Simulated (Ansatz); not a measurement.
Base system: SiO₂ (space group P3_121, No. 152; a = 5.020 Å, c = 5.509 Å).

(Cell as relaxed with PBE.)

Levels (all Ansatz, a program for electronic structure, PAW, earlier PAW set): PBE (420 eV, no SOC); PBEsol (420 eV, no SOC).

Each level relaxes its own structure.

```
base                      PBE    PBEsol
-------------------  --------  --------
volume per atom      13.36 Å³  12.82 Å³
lattice parameter a   5.020 Å   4.948 Å
band gap              5.68 eV   5.72 eV
```

The change: cell and atoms relaxed at a pressure of 45 GPa.

```
quantity             PBE  PBEsol
---------------  -------  ------
volume per atom  8.37 Å³     ___
c/a ratio          1.208     ___
```

Task: Given the PBE results, estimate those of PBEsol.

Result: 
- volume per atom, PBEsol: 8.11 Å³
- c/a ratio, PBEsol: 1.213

PBE's volume per atom lies 0.26 Å³ above PBEsol's (3.2 %); PBE's c/a ratio lies 0.005 below PBEsol's. Neither level is exact; PBEsol is the comparison here, not a measurement.

Load acts through the strain it causes; cell and atoms are relaxed under it. Stability against distortions was not tested. No other phases were tried under pressure.
